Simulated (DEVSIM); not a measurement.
Structure: Ge p-i-n diode, at 300 K.

```tsv
layer (left to right)	material	thickness (μm)	Nd (cm⁻³)	Na (cm⁻³)	τn (s)	τp (s)
1	Ge	0.390	-	3.2e17	0.00017	0.00017
2	Ge	0.230	5.7e11	-	0.00017	0.00017
3	Ge	0.590	5.1e17	-	0.00017	0.00017
```

Left contact: ohmic. Right contact: ohmic. Voltage is applied to the left contact. Recombination: SRH at mid-gap, radiative, Auger. Mobility is constant in doping.

The device is made up for the run: typed textbook-type constants, with dimensions and the other settings drawn at random. Values at 300 K.

```
parameter           Ge
-------------  -------
gap (eV)         0.664
affinity (eV)        4
permittivity        16
Nc (cm⁻³)      1.04e19
Nv (cm⁻³)         6e18
μn (cm²/Vs)       3900
μp (cm²/Vs)       1900
B (cm³/s)      6.4e-14
Cn (cm⁶/s)       1e-31
Cp (cm⁶/s)       1e-31
```

DEVSIM, 1D drift-diffusion, Boltzmann statistics, complete ionisation; no tunnelling, impact ionisation, image-force lowering or self-heating.

Problem. Tabulate band edges, carrier densities and field at zero bias.

Solution. Energies count from the Fermi level of the right contact; mesh points crowd at the junctions.

```tsv
x (μm)	Ec (eV)	Ev (eV)	n (cm⁻³)	p (cm⁻³)	field (V/cm)
0.000	0.588	-0.076	1.4e9	3.2e17	≈ 0
0.01948	0.588	-0.076	1.4e9	3.2e17	≈ 0
0.05276	0.588	-0.076	1.4e9	3.2e17	≈ 0
0.1146	0.588	-0.076	1.4e9	3.2e17	≈ 0
0.2442	0.588	-0.076	1.4e9	3.2e17	≈ 0
0.3160	0.588	-0.076	1.4e9	3.2e17	≈ 0
0.3581	0.587	-0.077	1.4e9	3.1e17	-1000
0.3894	0.559	-0.105	4.3e9	1.0e17	-29000
0.4074	0.515	-0.149	2.3e10	1.9e16	-21000
0.4371	0.458	-0.206	2.1e11	2.1e15	-18000
0.4852	0.371	-0.293	6.2e12	7.1e13	-18000
0.5635	0.229	-0.435	1.5e15	2.9e11	-18000
0.5968	0.165	-0.499	1.7e16	2.5e10	-21000
0.6174	0.115	-0.549	1.2e17	3.5e9	-32000
0.6433	0.079	-0.585	4.9e17	8.9e8	-1500
0.6839	0.078	-0.586	5.1e17	8.6e8	≈ 0
0.7519	0.078	-0.586	5.1e17	8.6e8	≈ 0
0.8709	0.078	-0.586	5.1e17	8.6e8	≈ 0
1.060	0.078	-0.586	5.1e17	8.6e8	≈ 0
1.135	0.078	-0.586	5.1e17	8.6e8	≈ 0
1.181	0.078	-0.586	5.1e17	8.6e8	≈ 0
1.210	0.078	-0.586	5.1e17	8.6e8	≈ 0
```
